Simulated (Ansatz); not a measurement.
Effect of Si → Be on TiSi2

Take TiSi2 (space group Fddd, No. 70; a = 4.760 Å, b = 8.180 Å, c = 8.500 Å) as the base.

Now apply this change: full substitution Si → Be, then cell and atoms are relaxed.

Computed with PBEsol (Ansatz, a first-principles code), scalar-relativistic without spin-orbit coupling. Γ-centred 13×13×13 mesh, Fermi–Dirac width 0.05 eV.

```csv
quantity,base,changed,shift
volume per atom,13.79 Å³,11.56 Å³,-2.23 Å³
space group,Fddd (No. 70),Fddd (No. 70),–
band gap,zero,zero,–
```

Final structure:

```yaml
crystal:
  lattice:
    - [0.00000, 3.45430, 4.37768]
    - [2.29400, 0.00000, 4.37768]
    - [2.29400, 3.45430, 0.00000]
  atoms:
    - { symbol: Be, position: [0.65383, 0.34617, 0.65383] }
    - { symbol: Be, position: [0.34617, 0.65383, 0.34617] }
    - { symbol: Be, position: [0.59617, 0.90383, 0.59617] }
    - { symbol: Be, position: [0.90383, 0.59617, 0.90383] }
    - { symbol: Ti, position: [0.00000, 0.00000, 0.00000] }
    - { symbol: Ti, position: [0.25000, 0.25000, 0.25000] }
```

Stability against distortions was not tested. As relaxed here, TiBe2 is a hypothetical phase, not in the database extracts checked. All final runs are without spin polarisation. TiBe2 has a high density of states at the Fermi level and may be magnetic at this level.
